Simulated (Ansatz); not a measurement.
The reference is YN in the rock salt structure (space group Fm-3m, No. 225).

```
CELL_PARAMETERS angstrom
      0.00000     2.42808     2.42808
      2.42808     0.00000     2.42808
      2.42808     2.42808     0.00000
ATOMIC_POSITIONS crystal
  Y  0.00000 0.00000 0.00000
  N  0.50000 0.50000 0.50000
```

Level of theory: PBEsol (Ansatz, a quantum-chemistry and plane-wave program), without spin-orbit coupling.

For the base:

| Property | Result |
|---|---|
| Band gap | 0.08 eV |
| Lattice parameter a | 485.6 pm |

Perturbation: a hydrostatic pressure of 9 GPa.

Problem. What happens to the band gap and lattice parameter a?

Solution. The band gap goes from 0.08 eV to zero; the lattice parameter a drops by 7.6 pm, from 485.6 pm to 478.0 pm.

A case with no gap was solved on a k-mesh chosen for an insulator, which is coarse for it. Load acts through the strain it causes; cell and atoms are relaxed under it. Whether these cells are dynamically stable was not tested. Competing high-pressure phases were not computed. The final runs are not spin-polarised. The zero or small gap of YN can change with the level of theory.
